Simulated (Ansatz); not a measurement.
Consider Ru in the hcp (Mg type) structure (space group P6_3/mmc, No. 194; a = 2.676 Å, c = 4.224 Å; relaxed with 0.1 eV smearing). Axes: x lies along a and z along c of the hexagonal cell.

Calculations: LDA in Ansatz (plane waves to 420 eV, PAW, no SOC).

Before the change:

* **Band gap**: zero
* **Shortest interatomic distance**: 2.617 Å

Now apply this change: uniaxial strain ε_xx = +1.50 %, all other strain components held at zero, atoms relaxed at fixed cell.

Problem. What happens to the energy relative to the base?

Solution. The energy increases by 5.8 meV/atom.

Problem. What happens to the band gap?

Solution. The band gap remains zero.

Problem. Predict the new stress.

Solution. The stress (xx, yy, zz, yz, xz, xy; compression positive) amounts to (-9.2, -3.1, -2.9, 0.0, 0.0, 0.0) GPa.

Problem. How does this affect the shortest interatomic distance?

Solution. The shortest interatomic distance increases by 0.003 Å (2.617 Å → 2.620 Å).

Whether these cells are dynamically stable was not tested. All final runs are without spin polarisation.

Ansatz is an electronic-structure program.
